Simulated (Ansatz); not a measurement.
## GeSe2 (model structure, started from the 2H-MoS2 type, P6₃/mmc, No. 194, 6 atoms in the cell): properties by level of theory

```tsv
level (code)	lattice parameter a (Å)	c axis length (Å)	enthalpy of formation (eV/atom)
PBE (Ansatz)	3.729	11.121	?
PBEsol (Ansatz)	?	?	0.014
PBE-D3(BJ) (Ansatz)	?	11.009	0.014
```

Task: What belongs in the gaps?

Result: 
- PBE (Ansatz, a first-principles code), enthalpy of formation (eV/atom): 0.067
- PBEsol (Ansatz), lattice parameter a (Å): 3.648
- PBEsol (Ansatz), c axis length (Å): 10.959
- PBE-D3(BJ) (Ansatz), lattice parameter a (Å): 3.660

Ansatz's density-functional and Hartree–Fock values are scalar-relativistic unless marked +SOC, with PAW data made under PBE.

Computed values are for the static lattice.

A model structure was made by putting elements into a prototype or built by hand; it is no filed structure, need not be a known phase, and can be a saddle point held by its symmetry.
